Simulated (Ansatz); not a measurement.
Ansatz (an electronic-structure program) run on TaN (P3m1, 2 atoms in the cell): self-consistent single point.

Method of the run: PBEsol, default PAW files made with PBE (plane waves; Ansatz).

```
CELL_PARAMETERS angstrom
      2.94876     0.00000     0.00000
     -1.47438     2.55370     0.00000
      0.00000     0.00000     2.89885
ATOMIC_POSITIONS crystal
  Ta 0.00000 0.00000 0.51725
  N  0.66667 0.33333 0.00000
```

Reference input (self-consistent single point, DFT, PBEsol, plane waves, default PAW files made with PBE): basis.ecutwfc = 420 eV; kpoints.mp_grid.grid = 13 13 11; hamiltonian.xc = pbesol; hamiltonian.pseudopotentials = {kind: paw} (the program's default PAW files); scf.occupations.method = fermi_dirac; scf.occupations.width = 0.1 eV. This run's input differs from it in these lines:

Ansatz 0.2 input:
```diff
@@ -13,3 +13,3 @@
   mp_grid:
-    grid: [13, 13, 11]
+    grid: [21, 21, 18]
 hamiltonian:
@@ -21,3 +21,3 @@
     method: fermi_dirac
-    width: 0.1
+    width: 0.5
 output:
```

The program printed (abridged):

```
SCF iter   1: F=—  HF=-10187.747235 eV  |F-HF|=—  |Δ(HF+E_count)|=         —  Δρ=1.67e-2  dr2=5.93e-2  ethr=1.77e-3  ⟨swp⟩=5.4  Hψ=119314  notcnv=0
all-band conjugate gradients solve this SCF's bands
automatic band count: the SCF goes on with 19 bands, as 14 were too few: the levels above may hold too much charge
preconditioner: auto → none
SCF iter   2: F=—  HF=-10187.740626 eV  |F-HF|=—  |Δ(HF+E_count)|=   6.61e-3  Δρ=1.11e-2  dr2=2.97e-2  ethr=3.30e-4  ⟨swp⟩=1.0  Hψ=20952  notcnv=0
SCF iter   3: F=—  HF=-10187.734170 eV  |F-HF|=—  |Δ(HF+E_count)|=   6.46e-3  Δρ=1.30e-3  dr2=2.32e-4  ethr=1.65e-4  ⟨swp⟩=1.0  Hψ=14744  notcnv=0
SCF iter   4: F=—  HF=-10187.734069 eV  |F-HF|=—  |Δ(HF+E_count)|=   1.01e-4  Δρ=2.95e-4  dr2=1.89e-5  ethr=1.29e-6  ⟨swp⟩=2.1  Hψ=18403  notcnv=0
SCF iter   5: F=—  HF=-10187.734066 eV  |F-HF|=—  |Δ(HF+E_count)|=   3.43e-6  Δρ=5.44e-5  dr2=3.53e-7  ethr=1.05e-7  ⟨swp⟩=2.5  Hψ=19830  notcnv=0
SCF iter   6: F=-10187.734066 eV  HF=-10187.734066 eV  |F-HF|=4.85e-9  |Δ(HF+E_count)|=   1.11e-7  Δρ=1.12e-5  dr2=1.49e-8  ethr=5.56e-10  ⟨swp⟩=5.8  Hψ=60197  notcnv=0
SCF 1 converged in 6 iterations: F = -10187.734066 eV  dr2 = 1.49e-8
Free energy (F): -10187.734066 eV
Internal energy: -10187.366062 eV  (E = F + TS)
E sigma→0 (E₀):  -10187.550064 eV
Entropy (-TS):   -0.368004 eV (-184.002 meV/atom)
Fermi energy:    20.000052 eV
--- Forces (eV/Å), atoms counted from 1 ---
  atom   1  Ta     0.00000000     0.00000000    -0.63142971
  atom   2  N      0.00000000     0.00000000     0.63152664
--- Stress (GPa, compression-positive) ---
       -6.090850      -0.000000      -0.000000
        0.000000      -6.090850       0.000000
       -0.000000       0.000000      -9.408855
  P = ⅓ Tr σ = -7.1969 GPa (-71.969 kbar)
  The stress holds the Pulay correction. Without it, at fixed plane waves, as pw.x and ABINIT print it: P = -7.6606 GPa
```

The run converged in 6 iterations. Against the reference run the free energy goes down by 61.1 meV/atom, the pressure goes from -8.66 to -7.20 GPa and the largest force goes from 0.651 to 0.632 eV/Å.

The starting cell comes from a database of computed structures (which also holds hypothetical and non-ambient phases and stackings), without a prior relaxation at this level. Its lattice was rescaled by up to half a per cent. One atom was moved a little off its site on purpose. Spin polarisation is off. With a pressure of about -7 GPa the cell is away from its equilibrium volume at this level. Ansatz's pressure includes its estimate of the finite-basis (Pulay) stress.
